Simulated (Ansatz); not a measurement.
# Effective masses and thermopower of Si under load (space group Fd-3m)

Consider the following.

```
CELL_PARAMETERS angstrom
      0.00000     2.70429     2.70429
      2.70429     0.00000     2.70429
      2.70429     2.70429     0.00000
ATOMIC_POSITIONS crystal
  Si 0.25000 0.25000 0.25000
  Si 0.00000 0.00000 0.00000
```

Calculation: r2SCAN with spin-orbit coupling, rigid bands (plane waves, PAW; Ansatz, a quantum-chemistry and plane-wave program). Condition of this run: hydrostatic pressure 2 GPa (the target of the relaxation). How the cell was made: cell and atoms relaxed with r2SCAN, then loaded as said.

* **band gap**: 0.72 eV
* **electron conductivity mass (300 K, dilute)**: 0.28 mₑ
* **hole conductivity mass (300 K, dilute)**: 0.35 mₑ
* **effective density of states N_c (300 K)**: 2.9e19 cm⁻³
* **effective density of states N_v (300 K)**: 2.0e19 cm⁻³
* **density-of-states mass, electrons**: 1.11 mₑ
* **density-of-states mass, holes**: 0.86 mₑ
* **Seebeck coefficient, n-type 1e19 cm⁻³, 300 K**: -307 μV/K
* **best n-type power factor at 300 K for τ = 10 fs (best axis; densities from 1e16 to 1e21 cm⁻³ tried, whether or not they can be reached)**: 16.7 μW/(cm·K²) at 1e20 cm⁻³
* **Seebeck coefficient, p-type 1e19 cm⁻³, 300 K**: 311 μV/K
* **best p-type power factor at 300 K for τ = 10 fs (best axis; densities from 1e16 to 1e21 cm⁻³ tried, whether or not they can be reached)**: 15.6 μW/(cm·K²) at 1e20 cm⁻³

Rigid bands; masses and Seebeck coefficients take one relaxation time τ for all states and one kind of carrier; polarons and phonon drag are left out.
